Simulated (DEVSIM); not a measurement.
Device: TaN/AlN/p-Si capacitor, at 300 K.

```tsv
layer (left to right)	material	thickness (nm)	Na (cm⁻³)
1	AlN	3.40	-
2	Si	4200	1.9e16
```

Metal gate on the left, work function 4.4 eV. Fixed charge at the semiconductor interface 1.2e11 cm⁻² (in units of +e); no interface traps.

Constants are typed, rounded textbook-type inputs, not results; the design itself was drawn at random and stands for no fabricated device. Values at 300 K.

| parameter | AlN | Si |
|---|---|---|
| gap (eV) | 6.1 | 1.124 |
| affinity (eV) | 1.9 | 4.05 |
| permittivity | 8.5 | 11.7 |
| Nc (cm⁻³) | - | 2.86e19 |
| Nv (cm⁻³) | - | 3.1e19 |

Simulated with DEVSIM: 1D Poisson equation in equilibrium, Boltzmann statistics, complete ionisation; no quantum confinement or tunnelling. Metal contacts follow the ideal Schottky-Mott rule: no Fermi-level pinning, no interface dipoles.

The interface trap density was swept, all else fixed.

```
interface trap density (cm^-2 eV^-1)  flat-band voltage (V)  threshold voltage (band bending 2φF) (V)  minimum of the low-frequency capacitance (μF/cm²)
------------------------------------  ---------------------  ----------------------------------------  -------------------------------------------------
0                                                     -0.59                                      0.18                                             0.0508
1e10                                                  -0.59                                      0.18                                             0.0523
1e11                                                  -0.59                                      0.19                                             0.0658
3e11                                                  -0.59                                      0.20                                             0.0954
1e12                                                  -0.60                                      0.23                                              0.193
2e12                                                  -0.61                                      0.27                                              0.319
```

From the first row to the last the flat-band voltage goes from -0.59 to -0.61. From the first row to the last the threshold voltage (band bending 2φF) goes from 0.18 to 0.27.
